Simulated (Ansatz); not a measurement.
Base system: PdCl₂ in the fluorite structure (space group Fm-3m, No. 225; a = 6.321 Å; ferromagnetic; a hypothetical phase, not in the database extracts checked; relaxed with 0.1 eV smearing). Axes: x, y, z lie along the cube axes.

(Cell as relaxed with PBE.)

Levels (all Ansatz, a first-principles code, PAW): PBE (420 eV, spin-orbit coupling left out); PBEsol (420 eV, spin-orbit coupling left out).

Each level relaxes its own structure.

| base | PBE | PBEsol |
|---|---|---|
| volume per atom | 21.05 Å³ | 19.53 Å³ |
| lattice parameter a | 6.321 Å | 6.166 Å |
| band gap | zero | zero |
| largest site moment | 1.06 μB | 0.95 μB |

One thing is altered: biaxial strain −2.42 %, plane normal [001], relaxed out of plane (Cartesian); in-plane vectors clamped, the third vector and the atoms free.

```csv
quantity,PBE,PBEsol
"pressure (mean of the normal stresses, compression positive)",2.3 GPa,2.7 GPa
shortest interatomic distance,2.705 Å,2.640 Å
ratio −ε⊥/ε∥,0.51,0.59
```

PBE's pressure lies 0.4 GPa below PBEsol's; PBE's shortest interatomic distance lies 0.065 Å above PBEsol's (2.5 %); PBE's ratio −ε⊥/ε∥ lies 0.072 below PBEsol's. Neither level is exact; PBEsol is the comparison here, not a measurement.

The magnetic state is the one reached from the starting moments; the real material's order can differ, and small cells can't hold many antiferromagnetic ones. No phonon test of stability was made. No Hubbard U is applied, and correlation can decide whether such a compound is a metal.
